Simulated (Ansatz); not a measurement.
Consider HfC in the rock salt structure (space group Fm-3m, No. 225; relaxed with 0.1 eV smearing).

```yaml
crystal:
  lattice:
    - [0.00000, 2.30353, 2.30353]
    - [2.30353, 0.00000, 2.30353]
    - [2.30353, 2.30353, 0.00000]
  atoms:
    - { symbol: Hf, position: [0.00000, 0.00000, 0.00000] }
    - { symbol: C, position: [0.50000, 0.50000, 0.50000] }
```

Cartesian axes are those of the cell as printed.

Calculations: PBEsol/PAW in Ansatz (a program for electronic structure), scalar-relativistic without spin-orbit coupling.

Strains are applied to the cell and any free atomic positions relax.

One change was made to it. Results:

The energy rises by 4.4 meV/atom; the pressure (mean of the normal stresses, compression positive) goes from zero to -3.5 GPa; the band gap stays zero.

Which change produced these results?
(A) uniaxial strain ε_zz = −0.50 %
(B) uniaxial strain ε_zz = +0.50 %
(C) uniaxial strain ε_zz = +1.50 %
(D) uniaxial strain ε_zz = −3.00 %

C, uniaxial strain ε_zz = +1.50 %. For comparison, the energy relative to the base in the other runs: uniaxial strain ε_zz = −0.50 % gives +0.5 meV/atom; uniaxial strain ε_zz = +0.50 % gives +0.5 meV/atom; uniaxial strain ε_zz = −3.00 % gives +21 meV/atom.

Stability against distortions was not tested. All final runs are without spin polarisation.
